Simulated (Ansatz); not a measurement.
**H2O on the 1x1 (0001) surface of corundum (cut with top plane Al), one in a 1x1 cell, started at the site 'over Al at depth 1.2 Å'**

Host crystal: corundum, with a band gap (PBE, scalar-relativistic without spin-orbit coupling).

Method: HSE06, at the PBE geometry (plane waves to 420 eV, PAW; Ansatz, a first-principles code).

Slab: 23 atoms, 6.7 Å thick at the start under the adsorbate (thin: gaps and levels are the slab's own); k 4x4x1, smearing 0.01 eV, dipole-corrected; single point; no symmetry held, on the structure that PBE left; no spin, no spin-orbit, no U, no dispersion correction. At the end it is bonded to Al. In PBE it is, or lies within 0.03 eV of, the lowest of the starts that converged; the order may differ at this level.

| Property | Value |
|---|---|
| adsorption energy against H2O(g) at the same level | -926 meV |
| gap of the slab on its k-mesh | 4.92 eV |
| highest filled level below the top vacuum level | 6.01 eV |
| change of the step from the bottom to the top vacuum level, against the clean slab | -1.68 eV |
| height of the binding atom over the mean of the host atoms within 0.3 Å of the top one | 3.422 bohr |
| nearest host atoms of the binding atom | Al at 2.02 Å, O at 2.59 Å, O at 2.65 Å |
| caution | the clean host was not checked against rearrangement in a larger or rattled cell |
| note | in the relaxation the adsorbate left its starting site by 1.9 Å |
| cost | around 19 core-minutes (rough) |

A negative adsorption energy means that the adsorbate is more stable on the surface than in its reference.
